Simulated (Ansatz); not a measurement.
# ZnO (P6_3mc): band-edge transport data

Input:

```yaml
crystal:
  lattice:
    - [3.19992, 0.00000, 0.00000]
    - [-1.59996, 2.77121, 0.00000]
    - [0.00000, 0.00000, 5.36237]
  atoms:
    - { symbol: Zn, position: [0.33333, 0.66667, 0.00255] }
    - { symbol: Zn, position: [0.66667, 0.33333, 0.50255] }
    - { symbol: O, position: [0.33333, 0.66667, 0.37245] }
    - { symbol: O, position: [0.66667, 0.33333, 0.87245] }
```

These are r2SCAN with spin-orbit coupling, rigid bands (plane waves, PAW; Ansatz, a program for electronic structure) values and carry that method's errors. Condition of this run: uniaxial stress along c of -4.4 GPa (compression positive) (the target of the relaxation). How the cell was made: cell and atoms relaxed with PBEsol, then loaded as said.

The band gap is 1.15 eV. The electron conductivity mass (300 K, dilute) comes out as 0.21 (x), 0.21 (y), 0.190 (z) mₑ. The hole conductivity mass (300 K, dilute) is 1.89 (x), 1.89 (y), 2.7 (z) mₑ and the effective density of states N_c (300 K) comes out as 2.2e18 cm⁻³. The effective density of states N_v (300 K) is 8.6e19 cm⁻³, the density-of-states mass, electrons is 0.199 mₑ and the density-of-states mass, holes is 2.3 mₑ. The Seebeck coefficient, n-type 1e19 cm⁻³, 300 K is -114 μV/K. The best n-type power factor at 300 K for τ = 10 fs (best axis; densities from 1e16 to 1e21 cm⁻³ tried, whether or not they can be reached) comes out as 1.83 μW/(cm·K²) at 1e19 cm⁻³ and the Seebeck coefficient, p-type 1e19 cm⁻³, 300 K is 438 μV/K.

Rigid bands; masses and Seebeck coefficients take one relaxation time τ for all states and one kind of carrier; polarons and phonon drag are left out. Geometry: cell and atoms relaxed with PBEsol.
